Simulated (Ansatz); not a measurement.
## AlV2C, pressure series

The parent structure is AlV₂C (space group P6_3/mmc, No. 194; a = 2.8777 Å, c = 13.0252 Å).

Cell and atoms are relaxed at each pressure.

All numbers come from Ansatz (a quantum-chemistry and plane-wave program) PBEsol, scalar-relativistic without spin-orbit coupling.

```csv
pressure (GPa),volume per atom (Å³/atom)
-2,11.808
-1,11.742
0,11.676
3,11.494
7,11.272
15,?
30,10.311
50,9.724
100,8.717
```

Problem. Fit the third-order Birch–Murnaghan form P(V) = (3B₀/2)[(V₀/V)^(7/3) − (V₀/V)^(5/3)]·[1 + (3/4)(B₀′ − 4)((V₀/V)^(2/3) − 1)] (squares taken in P) to the rows shown and predict the withheld row.

Solution. Least squares on the printed values gives V₀ = 11.676 Å³/atom, B₀ = 187 GPa, B₀′ = 4.1; this predicts 10.892 Å³/atom, and the run gives 10.888 Å³/atom, 0.004 lower.

Load acts through the strain it causes; cell and atoms are relaxed under it. Stability against distortions was not tested. No other phases were tried under pressure. Starting moments died away, wholly or in part, for the base; another magnetic solution may exist. The final runs are not spin-polarised.
